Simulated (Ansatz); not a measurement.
SnO2, response to strain

Base system: SnO$_{2}$ in the rutile structure (space group P4_2/mnm, No. 136; a = 4.722 Å, c = 3.190 Å). Axes: x, y, z lie along a, b, c of the conventional cell.

Strains are applied to the cell and any free atomic positions relax; under biaxial strain the out-of-plane vector relaxes too.

Calculations: plane-wave PAW DFT at the LDA level (Ansatz, a program for electronic structure, 420 eV), without spin-orbit coupling.

Notes on the quantities. pressure: mean of the normal stresses, compression positive.

| case | pressure | band gap | out-of-plane strain | hole mass |
|---|---|---|---|---|
| base | 0.00 GPa | 1.16 eV | – | 1.7 mₑ along c, 1.2 mₑ across (at Γ) |
| biaxial strain +0.60 %, plane normal [001], relaxed out of plane | -1.24 GPa | 1.10 eV | -0.42 % | 1.7 mₑ out of plane, 1.2 mₑ in plane (at Γ) |
| biaxial strain +1.20 %, plane normal [001], relaxed out of plane | -2.43 GPa | 1.05 eV | -0.82 % | 1.8 mₑ out of plane, 1.2 mₑ in plane (at Γ) |
| biaxial strain +1.80 %, plane normal [001], relaxed out of plane | -3.56 GPa | 0.99 eV | -1.21 % | 1.8 mₑ out of plane, 1.2 mₑ in plane (at Γ) |
| biaxial strain +2.40 %, plane normal [001], relaxed out of plane | -4.64 GPa | 0.94 eV | -1.57 % | 1.9 mₑ out of plane, 1.2 mₑ in plane (at Γ) |
| biaxial strain +3.00 %, plane normal [001], relaxed out of plane | -5.64 GPa | 0.89 eV | -1.91 % | 2.0 mₑ out of plane, 1.2 mₑ in plane (at Γ) |

Masses are band curvatures over ±0.01 Å⁻¹ around the edge. Gaps are Kohn–Sham eigenvalue differences; semilocal functionals usually give less than the measured gap. No phonon test of stability was made.
